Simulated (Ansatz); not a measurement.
The parent structure is VO₂ in the rutile structure (space group P4_2/mnm, No. 136; ferromagnetic).

```
CELL_PARAMETERS angstrom
      4.58364     0.00000     0.00000
      0.00000     4.58364     0.00000
      0.00000     0.00000     2.83858
ATOMIC_POSITIONS crystal
  V  0.00000 0.00000 0.00000
  V  0.50000 0.50000 0.50000
  O  0.30003 0.30003 0.00000
  O  0.80003 0.19997 0.50000
  O  0.19997 0.80003 0.50000
  O  0.69997 0.69997 0.00000
```

Cartesian axes are those of the cell as printed.

Level of theory: PBE (Ansatz, a quantum-chemistry and plane-wave program, PAW, no SOC).

For the base:

- Shortest interatomic distance: 3.632 bohr
- Magnetic state: ferromagnetic
- Pressure: 0.0 GPa
- Largest site moment: 0.83 μB

The change: compressive biaxial strain of 0.85 % in the plane normal to [001], as in epitaxy on a mismatched substrate; the out-of-plane cell vector and the atoms relax.

**Question.** What happens to the shortest interatomic distance?

**Answer.** The shortest interatomic distance remains 3.632 bohr.

**Question.** Predict the new magnetic state.

**Answer.** The magnetic state stays ferromagnetic.

**Question.** How does this affect the pressure?

**Answer.** The pressure (mean of the normal stresses, compression positive) goes from zero to 2.4 GPa.

**Question.** Estimate the effect on the largest site moment.

**Answer.** The largest site moment is still 0.83 μB.

Other magnetic orders, which the real material may have, were not ruled out. Without a gap, meshes like the base's 10×10×16 leave anisotropic stresses uncertain by several tenths of a GPa, and small strain energies with them. Stability against distortions was not tested. No Hubbard U is applied, and correlation can decide whether such a compound is a metal.
